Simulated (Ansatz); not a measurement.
Consider GaSb in the rock salt structure (space group Fm-3m, No. 225; a hypothetical phase, not in the database extracts checked; relaxed with 0.1 eV smearing).

```
GaSb
1.0
    0.00000     2.84949     2.84949
    2.84949     0.00000     2.84949
    2.84949     2.84949     0.00000
Sb Ga
1 1
Cartesian
  0.00000   0.00000   0.00000
  2.84949   2.84949   2.84949
```

Cartesian axes are those of the cell as printed.

Level of theory: PBEsol (Ansatz, a first-principles code; PAW; 420 eV plane waves; scalar-relativistic without spin-orbit coupling).

It is then changed as follows: the cell is compressed by 2.79 % along y with no lateral relaxation; the atoms relax in the strained cell.

### Question
Predict the stress tensor and what it implies for the stiffness.

### Answer
Stress of the strained cell less that of the base (GPa, compression positive):
```
    0.9     0.0     0.0
    0.0     4.4     0.0
    0.0     0.0     0.9
```

Then −Δσ_ii/ε with ε = -0.0279 gives secant stiffness values (nonlinear terms included at this strain): C22 ≈ 157 GPa, C12 ≈ 32 GPa and C23 ≈ 32 GPa.

As a check, the harmonic strain energy −½ V₀ Δσ:ε is 8.8 meV/atom; the computed energy rise is 8.3 meV/atom.

No phonon test of stability was made. All final runs are without spin polarisation.
